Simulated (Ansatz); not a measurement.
Structures of equal composition on the (0001) surface of hcp Ti: clean 1x1; top plane shifted to the other hollow. The slabs share one bottom face, and each structure is named by its start. These are constructed structures in small cells; real faces may alloy, dewet or reconstruct in larger ones, and not all known structures of the face are among them. Slabs of about 12 Å with all that they carry, Fermi-Dirac smearing of 0.1 eV. Bottom of the slabs: a bare face, its two planes held. Relaxed from the named starts with such symmetry as they have, on meshes of like density; energies extrapolated to zero smearing; no spin-orbit coupling, no U. Spin-polarised runs, if any, are marked in brackets, and their order is one that fits the cell; the others ran without spin.

Calculation: PBE (plane waves to 420 eV, PAW; Ansatz, a quantum-chemistry and plane-wave program).

### Question
Order them by energy per 1x1 cell (lowest first) at the level PBE.

### Answer
clean 1x1 (0.000 eV), top plane shifted to the other hollow (0.058 eV)
